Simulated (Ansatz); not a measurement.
Lattice thermal conductivity of diamond C at 300 K from the linearised phonon Boltzmann equation (three-phonon plus isotope scattering) in Ansatz (plane waves, PAW). Reference run: LDA, third-order constants from a 128-atom supercell out to 4.1 Å, harmonic mesh 8×8×8, k mesh 16×16×16, scattering mesh 25×25×25. Unless called populations, κ holds the coherence term between modes besides the Boltzmann populations.

```csv
run,highest ν (THz),κ (W/m/K)
"LDA, reference",40.28,2300
"LDA, isotropic strain -0.01",41.48,___
"LDA, isotropic strain +0.02",38.00,1800
```

Complete the blanks.


- LDA, isotropic strain -0.01, κ (W/m/K): 2700

The PAW data sets were generated under PBE and serve the other functionals too.

Ansatz is an electronic-structure program.
